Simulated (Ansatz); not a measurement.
The reference is SiO₂ (space group P3_221, No. 154; a = 4.8658 Å, c = 5.3652 Å). Axes: x lies along a and z along c of the hexagonal cell.

The values are results of plane-wave PAW DFT at the LDA level (Ansatz, an electronic-structure program, 420 eV), no SOC, not measurements.

Before the change:

The electron mass is 0.50 mₑ (at Γ). The smallest direct gap is 6.12 eV.

It is then changed as follows: uniaxial strain ε_zz = −1.50 %, all other strain components held at zero, atoms relaxed at fixed cell.

Predict the new electron mass.

The electron mass changes from 0.50 mₑ (at Γ) to 0.49 mₑ (at Γ).

Predict the new smallest direct gap.

The smallest direct gap rises by 0.03 eV (6.12 eV → 6.15 eV).

Masses are band curvatures over ±0.01 Å⁻¹ around the edge. Stability against distortions was not tested.
